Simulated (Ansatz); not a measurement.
Results of PBEsol in Ansatz (plane waves, PAW) for Ca3SbN (Pm-3m, No. 221, 5 atoms in the cell; start mp-1013548).

Numerical settings: plane-wave cutoff 520 eV, 8×8×8 k mesh, Fermi–Dirac smearing 0.01 eV, scalar-relativistic PAW data made under PBE.

Cell (relaxed with PBEsol):

```
Ca3NSb
1.0
    4.80296     0.00000     0.00000
    0.00000     4.80296     0.00000
    0.00000     0.00000     4.80296
Ca Sb N
3 1 1
Cartesian
  0.00000   2.40148   2.40148
  2.40148   0.00000   2.40148
  2.40148   2.40148   0.00000
  0.00000   0.00000   0.00000
  2.40148   2.40148   2.40148
```

Task: Predict the band gap.

Result: 
- band gap: 0.33 eV

Spin–orbit coupling is not included.

Static lattice: no zero-point or thermal effects.

It cost very roughly 15 core-seconds of CPU time.

A start named mp-… is a Materials Project structure, which need not be a measured phase.

Ansatz is an electronic-structure program.
